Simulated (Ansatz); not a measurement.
Pressure series in CaF2

Take CaF₂ (space group Pmc2_1, No. 26; a cell from a computed database, its experimental status unchecked) as the base.

```cif
data_Ca2F4
_chemical_formula_sum 'Ca2 F4'
_space_group_name_H-M_alt 'P 1'
_space_group_IT_number 1
_cell_length_a 3.46966
_cell_length_b 4.10548
_cell_length_c 5.87606
_cell_angle_alpha 90.000
_cell_angle_beta 90.000
_cell_angle_gamma 90.000
loop_
_space_group_symop_operation_xyz
  'x, y, z'
loop_
_atom_site_label
_atom_site_type_symbol
_atom_site_fract_x
_atom_site_fract_y
_atom_site_fract_z
_atom_site_occupancy
Ca1 Ca 0.00000 0.14409 0.70213 1
Ca2 Ca 0.00000 0.85591 0.20213 1
F1 F 0.50000 0.08857 0.97951 1
F2 F 0.50000 0.91143 0.47951 1
F3 F 0.00000 0.63246 0.85136 1
F4 F 0.00000 0.36754 0.35136 1
```

Cell and atoms are relaxed at each pressure.

All numbers come from PBEsol (Ansatz, an electronic-structure program, PAW, no spin-orbit coupling).

```json
[
 {"P (GPa)": "-1.99", "V (Å³/atom)": "14.375"},
 {"P (GPa)": "0.30", "V (Å³/atom)": "13.892"},
 {"P (GPa)": "0.70", "V (Å³/atom)": "13.816"},
 {"P (GPa)": "1.50", "V (Å³/atom)": "13.670"},
 {"P (GPa)": "2.99", "V (Å³/atom)": "13.414"},
 {"P (GPa)": "4.99", "V (Å³/atom)": "13.104"},
 {"P (GPa)": "7.49", "V (Å³/atom)": "12.759"},
 {"P (GPa)": "10.00", "V (Å³/atom)": "12.448"}
]
```

Problem. Fit a third-order Birch–Murnaghan equation of state.

Solution. Least squares on P(V) = (3B₀/2)[(V₀/V)^(7/3) − (V₀/V)^(5/3)]·[1 + (3/4)(B₀′ − 4)((V₀/V)^(2/3) − 1)] gives V₀ = 13.95 Å³/atom, B₀ = 71 GPa and B₀′ = 3.8.

Between the base and pressure 7.5 GPa the gap moves from 6.32 eV to 6.43 eV, a mean slope of 15 meV/GPa.

Load acts through the strain it causes; cell and atoms are relaxed under it. Whether these cells are dynamically stable was not tested. Competing high-pressure phases were not computed.
